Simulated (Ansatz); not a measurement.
Ansatz (a first-principles code) run on LiF (Fm-3m, 2 atoms in the cell): zone-centre phonon calculation.

Computed with PBE (plane waves, PAW; Ansatz).

```xyz
2
Lattice="0.0000 2.0210 2.0210 2.0210 0.0000 2.0210 2.0210 2.0210 0.0000" Properties=species:S:1:pos:R:3 pbc="T T T"
Li     0.0000     0.0000     0.0000
F      2.0210     2.0210     2.0210
```

Reference input (self-consistent single point, DFT, PBE, plane waves, default PAW files): basis.ecutwfc = 30.9 Ry; kpoints.mp_grid.grid = 10 10 10; hamiltonian.xc = pbe; hamiltonian.pseudopotentials = {kind: paw} (the program's default PAW files); scf.occupations.method = fermi_dirac; scf.occupations.width = 0.0037 Ry. This run's input differs from it in these lines:

Ansatz 0.2 input:
```diff
@@ -12,3 +12,3 @@
   mp_grid:
-    grid: [10, 10, 10]
+    grid: [12, 12, 12]
 hamiltonian:
@@ -19,8 +19,8 @@
   occupations:
-    method: fermi_dirac
-    width: 0.0037 Ry
-output:
-  forces: true
-  eigenvalues: true
-  stress: true
+    method: fixed
+phonons:
+  method: dfpt
+  qmesh: [2, 2, 2]
+  dielectric: true
+  rigid_motions: translations
```

Output, abridged:

```
SCF iter   1: F=—  HF=-1016.169638 eV  |F-HF|=—  |Δ(HF+E_count)|=         —  Δρ=7.70e-4  dr2=4.21e-5  ethr=1.77e-3  ⟨swp⟩=3.9  Hψ=8318  notcnv=0  defer=259
all-band conjugate gradients solve this SCF's bands
preconditioner: auto → none
SCF iter   2: F=—  HF=-1016.169534 eV  |F-HF|=—  |Δ(HF+E_count)|=   1.04e-4  Δρ=1.11e-3  dr2=1.25e-4  ethr=4.21e-7  ⟨swp⟩=2.0  Hψ=3649  notcnv=0  defer=322
SCF iter   3: F=—  HF=-1016.169516 eV  |F-HF|=—  |Δ(HF+E_count)|=   1.79e-5  Δρ=5.28e-4  dr2=2.78e-5  ethr=4.21e-7  ⟨swp⟩=2.5  Hψ=2035  notcnv=0  defer=81
   [... lines left out ...]
SCF iter   7: F=—  HF=-1016.169533 eV  |F-HF|=—  |Δ(HF+E_count)|=   6.27e-7  Δρ=7.24e-5  dr2=5.86e-7  ethr=3.33e-9  ⟨swp⟩=2.0  Hψ=2103  notcnv=0
SCF iter   8: F=—  HF=-1016.169533 eV  |F-HF|=—  |Δ(HF+E_count)|=   1.73e-7  Δρ=1.49e-5  dr2=2.48e-8  ethr=3.33e-9  ⟨swp⟩=2.4  Hψ=1986  notcnv=0
SCF iter   9: F=—  HF=-1016.169533 eV  |F-HF|=—  |Δ(HF+E_count)|=   7.46e-9  Δρ=2.37e-6  dr2=6.28e-10  ethr=2.48e-10  ⟨swp⟩=2.4  Hψ=2037  notcnv=0
SCF iter  10: F=-1016.169533 eV  HF=-1016.169533 eV  |F-HF|=1.14e-13  |Δ(HF+E_count)|=  1.90e-10  Δρ=8.26e-9  dr2=8.20e-15  ethr=1.00e-12  ⟨swp⟩=4.4  Hψ=7871  notcnv=0
SCF 1 converged in 10 iterations: F = -1016.169533 eV  dr2 = 8.20e-15
DFPT response loops at Γ: preconditioner auto → none (the input reference at scf.mixing.eps_inf says where Resta's filter doesn't serve); β = 0.50 …
DFPT response loops at q = (0, 0, -0.5) (fractional): mixed as the last ones told, above
DFPT response loops at q = (0, -0.5, -0.5) (fractional): mixed as the last ones told, above
Free energy (F): -1016.169533 eV
Internal energy: -1016.169533 eV  (E = F + TS)
E sigma→0 (E₀):  -1016.169533 eV
Fermi energy:    0.914337 eV
--- Phonons (Γ-DFPT): 2 representative perturbations + reference, on 163 of 1728 k-points (Σ response iterations 7) ---
   [... lines left out ...]
  k-mesh period / interband length: 34.3 Å / 0.77 Å = 44.83 at k = (0.0000, 0.0000, -0.5000), direct gap 10.965 eV — 14 or more, which is no proof of convergence
   [... lines left out ...]
  largest difference from the sums on the solved wave vectors: F 3.56e-2 eV, S 6.85e-5 and C_V 3.17e-5 eV/K
  zero-point energy: 0.117156 eV/cell   skipped modes (ω ≤ 0): 3   left out of the sums: 2.84e-5 of the cell's modes …
```

The run converged in 10 iterations. 

Summary of the result:
```
Property                                                                                                   Value
----------------------------------------------------------------------------------------  ----------------------
Free energy E − TS (on the zero of these files)                                                    -1016.1695 eV
Top of the valence band (on the code's own zero)                                                         0.91 eV
Gap on the k-point mesh                                                                                  9.00 eV
Zone-centre frequencies (cm⁻¹; negative means imaginary)                                  0, 0, 0, 282, 282, 282
ε∞ at this k-point mesh, which may be far from converged in small-gap cells (xx, yy, zz)        2.05, 2.05, 2.05
Born charges at this mesh (mean of the diagonal, e)                                             Li 1.05, F -1.05
```

The starting cell has typed, rounded lattice constants, without a prior relaxation at this level. Its lattice was rescaled by up to half a per cent. The frequencies listed for the zone centre hold no LO-TO term.
